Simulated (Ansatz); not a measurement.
ZrOs (Pm-3m): resistivity and electron-phonon coupling

Given:

```yaml
crystal:
  lattice:
    - [3.24603, 0.00000, 0.00000]
    - [0.00000, 3.24603, 0.00000]
    - [0.00000, 0.00000, 3.24603]
  atoms:
    - { symbol: Zr, position: [0.50000, 0.50000, 0.50000] }
    - { symbol: Os, position: [0.00000, 0.00000, 0.00000] }
```

Computed with PBEsol, DFPT electron-phonon coupling, linearised Boltzmann equation (plane waves, PAW, scalar-relativistic; Ansatz, a first-principles code). Cell: relaxed with this functional, without spin-orbit coupling.

The resistivity at 50 K is 0.163 μΩ·cm. The electron mean free path at 50 K (weighted by the current that each state carries) is 1250 nm and the electron-phonon coupling λ comes out as 0.128. The transport coupling λ_tr comes out as 0.117 and the logarithmic mean phonon energy comes out as 19.4 meV. The density of states at the Fermi level is 0.21 states/(eV·spin·cell), the Hall coefficient at 50 K comes out as 75 ×10⁻¹¹ m³/C and the Tc for μ* = 0.10 (anisotropic Eliashberg) is below 1 K. The Tc for μ* = 0.13 (anisotropic Eliashberg) is below 1 K.

A metal at this level (no band gap). Only scattering by harmonic phonons is included (no impurities, grain boundaries, electron-electron scattering or thermal expansion). Spin-orbit coupling is left out, which matters with elements this heavy. Halving the electron mesh (28x28x28) moves the resistivity by up to 13 % at 50 K, the mean free path by up to 10 %, the coupling by up to 5 %. Smearing 0.20 eV; phonons on a 4x4x4 q mesh, which this run doesn't test. Tc comes from the anisotropic Migdal-Eliashberg equations with μ*, a chosen number, referred to 21 meV.

Formula and space group known from diffraction (Crystallography Open Database), not checked to be the room-temperature form: ZrOs (Pm-3m).
